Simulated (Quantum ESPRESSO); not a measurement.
Worked example: self-consistent single point of Pb (Fm-3m, 1 atom in the cell) in Quantum ESPRESSO.

Method: PBE, GBRV 1.5 ultrasoft (PBE) pseudopotentials (plane waves; Quantum ESPRESSO 7.5).

```xyz
1
Lattice="-2.4676 0.0000 2.4676 0.0000 2.4676 2.4676 -2.4676 2.4676 0.0000" Properties=species:S:1:pos:R:3 pbc="T T T"
Pb     0.0000     0.0000     0.0000
```

Reference input (self-consistent single point, DFT, PBE, plane waves, GBRV 1.5 ultrasoft (PBE) pseudopotentials): ecutwfc = 40 Ry; ecutrho = 200 Ry; occupations = smearing; smearing = gaussian; degauss = 0.0073499 Ry; potentials = {Pb: pb_pbe_v1.uspp.F.UPF}; K_POINTS = automatic 12 12 12 0 0 0; conv_thr = 1e-10 Ry. This run's input differs from it in these lines:

```diff
@@ -27,3 +27,3 @@
 K_POINTS automatic
-12 12 12  0 0 0
+9 9 9  0 0 0
```

Log, with long lists cut:

```
     Self-consistent Calculation

     iteration #  1     ecut=    40.00 Ry     beta= 0.70

     Threshold (ethr) on eigenvalues was too large:
     Diagonalizing with lowered threshold

     c_bands:  1 eigenvalues not converged
     c_bands:  2 eigenvalues not converged
     c_bands:  2 eigenvalues not converged
     c_bands:  1 eigenvalues not converged

     negative rho (up, down):  1.747E-02 0.000E+00

     total energy              =    -164.15675115 Ry
     estimated scf accuracy    <       0.00240225 Ry

     iteration #  2     ecut=    40.00 Ry     beta= 0.70

     negative rho (up, down):  1.764E-02 0.000E+00

   [... lines left out ...]
     c_bands:  2 eigenvalues not converged
     c_bands:  1 eigenvalues not converged

     negative rho (up, down):  1.779E-02 0.000E+00

     total energy              =    -164.15737374 Ry
     estimated scf accuracy    <       0.00000837 Ry

   [... 2 blocks of this kind left out ...]

     iteration #  6     ecut=    40.00 Ry     beta= 0.70

     negative rho (up, down):  1.781E-02 0.000E+00

     total energy              =    -164.15737873 Ry
     estimated scf accuracy    <          3.1E-10 Ry

     iteration #  7     ecut=    40.00 Ry     beta= 0.70

     negative rho (up, down):  1.781E-02 0.000E+00
     End of self-consistent calculation

     the Fermi energy is    11.2745 ev

!    total energy              =    -164.15737873 Ry
     estimated scf accuracy    <          8.8E-13 Ry
     smearing contrib. (-TS)   =      -0.00014265 Ry
     internal energy E=F+TS    =    -164.15723608 Ry

     convergence has been achieved in   7 iterations

     negative rho (up, down):  1.781E-02 0.000E+00

     Forces acting on atoms (cartesian axes, Ry/au):

     atom    1 type  1   force =     0.00000000    0.00000000    0.00000000

     Total force =     0.000000     Total SCF correction =     0.000000

     negative rho (up, down):  1.781E-02 0.000E+00
          total   stress  (Ry/bohr**3)                   (kbar)     P=       25.80
   0.00017539  -0.00000000  -0.00000000           25.80       -0.00       -0.00
  -0.00000000   0.00017539   0.00000000           -0.00       25.80        0.00
  -0.00000000   0.00000000   0.00017539           -0.00        0.00       25.80

   JOB DONE.
```

The run converged in 7 iterations. Against the reference run the free energy falls by 30.8 meV/atom and the pressure goes from 3.00 to 2.58 GPa.

The starting cell has typed, rounded lattice constants, without a prior relaxation at this level. Its lattice was rescaled by up to half a per cent. Spin-orbit coupling is off.
